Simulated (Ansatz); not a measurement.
# LaN (model structure, started from the GeS type, Pnma, No. 62, 8 atoms in the cell)

Level of theory: r²SCAN+rVV10 (plane waves, PAW; Ansatz, an electronic-structure program).

Run with plane-wave cutoff 560 eV, 4×10×8 k mesh (along the axes of the cell as run), Fermi–Dirac smearing 0.01 eV, scalar-relativistic PAW data made under PBE.

Cell (relaxed at this level):

```yaml
crystal:
  lattice:
    - [10.57757, 0.00000, 0.00000]
    - [0.00000, 3.74181, 0.00000]
    - [0.00000, 0.00000, 3.74130]
  atoms:
    - { symbol: La, position: [0.12470, 0.25000, 0.25556] }
    - { symbol: La, position: [0.37530, 0.75000, 0.75556] }
    - { symbol: La, position: [0.87530, 0.75000, 0.74444] }
    - { symbol: La, position: [0.62470, 0.25000, 0.24444] }
    - { symbol: N, position: [0.87644, 0.25000, 0.26323] }
    - { symbol: N, position: [0.62356, 0.75000, 0.76323] }
    - { symbol: N, position: [0.12356, 0.75000, 0.73677] }
    - { symbol: N, position: [0.37644, 0.25000, 0.23677] }
```

* **band gap**: 0.17 eV (on the SCF k mesh)
* **direct gap at Γ**: 0.26 eV

Note: the relaxation could raise the start's symmetry but not lower it, so the cell can be a saddle point.

Spin–orbit coupling is not included; it can close the smallest gap of 0.17 eV.

The computed numbers hold no vibrational or temperature effects.

Cost on a shared machine: roughly 24 core-minutes.

A model structure was made by putting elements into a prototype or built by hand; it is no filed structure, need not be a known phase, and can be a saddle point held by its symmetry.
